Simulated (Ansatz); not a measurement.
Here is the system:

```
CELL_PARAMETERS angstrom
      4.61010     0.00000     0.00000
      0.00000     6.51967     0.00000
      2.30505     3.25983     2.36160
ATOMIC_POSITIONS crystal
  Br 0.00000 0.00000 0.00000
  K  0.00000 0.50000 0.00000
```

No spin polarisation.

The values are results of Kohn–Sham DFT with the r2SCAN functional, run in Ansatz (a quantum-chemistry and plane-wave program) with PAW and 500 eV plane waves, spin-orbit coupling left out, not measurements. k-mesh 9×9×9 (Γ-centred); smearing 0.05 eV (Fermi–Dirac).

Task: What is the computed band gap?

Result: 5.09 eV.

Task: What pressure (mean of the normal stresses, compression positive) does the calculation give?

Result: 0.28 GPa.

Task: What gap character does the calculation give?

Result: Direct at Γ.

Task: Predict the electron mass.

Result: 0.38 mₑ (at Γ).

The cells carry an imposed strain or load. Effective masses come from finite differences of ±0.01 Å⁻¹. No phonon test of stability was made. The cell was made from KBr in the rock salt structure (space group Fm-3m, No. 225) by this change: biaxial strain −1.34 %, plane normal [110], relaxed out of plane.
